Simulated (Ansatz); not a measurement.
A computed series for Si: carrier doping

Start from Si in the diamond structure (space group Fd-3m, No. 227; a = 5.444 Å).

Carriers are added at fixed cell with a uniform background; the Fermi–Dirac width is that of 300 K.

Level of theory: Kohn–Sham DFT with the r2SCAN functional, run in Ansatz (a first-principles code) with PAW and 500 eV plane waves, scalar-relativistic without spin-orbit coupling.

Candidates:
(a) holes 2.0×10^21 cm⁻³
(b) holes 3.0×10^21 cm⁻³
(c) electrons 2.0×10^21 cm⁻³

Base values:

```
Item                            Value
----------------------------  -------
Gap between the host's bands  0.77 eV
```

**Question.** Order them by gap between the host's bands, lowest first.

**Answer.** (c) electrons 2.0×10^21 cm⁻³ (0.75 eV), (a) holes 2.0×10^21 cm⁻³ (0.81 eV), (b) holes 3.0×10^21 cm⁻³ (0.83 eV)

Carriers are added with a uniform compensating background; total energy and stress of such cells depend on the potential's zero and are not compared; many-body gap narrowing is missing at this level. No phonon test of stability was made.
